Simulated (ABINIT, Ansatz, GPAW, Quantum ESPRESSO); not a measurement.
**ZrGeS (P4/nmm, 6 atoms in the cell) computed with different codes at matched settings**

Self-consistent single point.

```
ZrGeS
1.0
    3.54845     0.00000     0.00000
    0.00000     3.54845     0.00000
    0.00000     0.00000     7.87235
Zr Ge S
2 2 2
Cartesian
  0.00000   1.77422   5.70895
  1.77422   0.00000   2.16340
  1.77422   1.77422   0.00000
  0.00000   0.00000   0.00000
  0.00000   1.77422   2.98016
  1.77422   0.00000   4.89219
```

Shared settings, as Ansatz (a program for electronic structure) writes them: kpoints.mp_grid.grid = 5 5 3; scf.occupations.method = fermi_dirac; scf.occupations.width = 0.136 eV. Potentials and cutoffs stand in the table.

| code | model | pressure (GPa) | largest force (eV/Å) | cutoff |
|---|---|---|---|---|
| Ansatz | PBEsol, PAW files made with PBE | 6.97 | 0.387 | default |
| ABINIT | PBEsol, PAW (JTH v2.0 PBE PAW, files made for PBE) | 6.67 | 0.399 | 21 Ha |
| GPAW | PBEsol, GPAW PAW datasets PBEsol (made by gpaw-setup) | 6.69 | 0.406 | 550 eV |
| Quantum ESPRESSO | PBEsol, PSlibrary ultrasoft (PBE) pseudopotentials | 8.08 | 0.419 | 55 Ry |

Size of the force on each atom (eV/Å): Sizes of forces hide their directions.

```csv
code,Zr1,Zr2,Ge3,Ge4,S5,S6
Ansatz,0.387,0.387,0.000,0.000,0.145,0.145
ABINIT,0.399,0.399,0.000,0.000,0.143,0.143
GPAW,0.406,0.406,0.000,0.000,0.128,0.128
Quantum ESPRESSO,0.419,0.419,0.000,0.000,0.166,0.166
```

The spread over the programs that give each value: pressure within 1.41 GPa; largest force within 0.032 eV/Å.

Ansatz's pressure is given at a fixed set of plane waves, as the other plane-wave codes print theirs; with its correction for the finite basis it is 7.00 GPa. In the pressure, Quantum ESPRESSO (by 1.25) lies more than 1 GPa from the median of the plane-wave programs.

On the base mesh (7 7 3) the same programs gave: Ansatz pressure 6.75 GPa; Quantum ESPRESSO pressure 7.86 GPa; ABINIT pressure 6.45 GPa; GPAW pressure 6.46 GPa.

The starting cell comes from a database of computed structures (which also holds hypothetical and non-ambient phases and stackings), without a prior relaxation at this level. Its lattice was rescaled by a random factor within 2.5 % of one.

Left out of this page: CP2K (on another mesh); Elk (not drawn, or without a comparable value).

Keys are those of Ansatz 0.2.
